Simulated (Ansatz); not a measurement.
We consider Co3CuC (model structure, started from the cubic perovskite type, Pm-3m, No. 221, 5 atoms in the cell), described by LDA in Ansatz (PAW).

Settings: plane-wave cutoff 520 eV, 14×14×14 k mesh, Fermi–Dirac smearing 0.05 eV, spin-polarised with parallel moments, scalar-relativistic PAW data made under PBE.

Cell (relaxed at this level):

```cif
data_CCo3Cu
_chemical_formula_sum 'Cu1 C1 Co3'
_space_group_name_H-M_alt 'P 1'
_space_group_IT_number 1
_cell_length_a 3.63646
_cell_length_b 3.63646
_cell_length_c 3.63646
_cell_angle_alpha 90.000
_cell_angle_beta 90.000
_cell_angle_gamma 90.000
loop_
_space_group_symop_operation_xyz
  'x, y, z'
loop_
_atom_site_label
_atom_site_type_symbol
_atom_site_fract_x
_atom_site_fract_y
_atom_site_fract_z
_atom_site_occupancy
Cu1 Cu 0.00000 0.00000 0.00000 1
C1 C 0.50000 0.50000 0.50000 1
Co1 Co 0.00000 0.50000 0.50000 1
Co2 Co 0.50000 0.50000 0.00000 1
Co3 Co 0.50000 0.00000 0.50000 1
```
Starting moments (μB, in the order of the record's atoms Cu C Co Co Co): 0.0 0.0 3.0 3.0 3.0.

Question: Estimate the bulk modulus B0 that the calculation returns.

Answer: 
bulk modulus B0: 270 GPa

The run finds no gap.

Note: the magnetic order was assumed, not searched for or taken from measurement; the bulk modulus is −V dP/dV from two relaxed cells at ±2 % in volume; the moments ended far under their starting size, a low-moment state that need not be the lowest; the relaxation could raise the start's symmetry but not lower it, so the cell can be a saddle point.

Cost on a shared machine: very roughly 7 core-minutes.

A model structure was made by putting elements into a prototype or built by hand; it is no filed structure, need not be a known phase, and can be a saddle point held by its symmetry.

Ansatz is a first-principles code.
